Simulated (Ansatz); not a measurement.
Cubic perovskite CsPbCl₃ (cubic high-temperature phase) was calculated with PBEsol (PAW; Ansatz, a quantum-chemistry and plane-wave program).

Run with plane-wave cutoff 520 eV, 4×4×4 k mesh, scalar-relativistic PAW data made under PBE.

The cell has the measured lattice: a = b = c = 5.6050 Å, α = β = γ = 90.00°.

Problem. Estimate the elastic constant C44, elastic constant C11, elastic constant C12, Voigt–Reuss–Hill bulk modulus and polycrystal shear modulus (Hill average) that the calculation returns.

Solution. 
elastic constant C44: 4.60 GPa
elastic constant C11: 62.1 GPa
elastic constant C12: 8.54 GPa
Voigt–Reuss–Hill bulk modulus: 26.4 GPa
polycrystal shear modulus (Hill average): 10.2 GPa

Note: held by symmetry at 0 K, a high-temperature phase can be a saddle point; the cell isn't this level's own, so it is under some stress, which shifts stiffness and frequencies.

Elastic constants are with the ions relaxed.

Spin–orbit coupling is not included; it can shift volumes and moduli of such heavy elements.
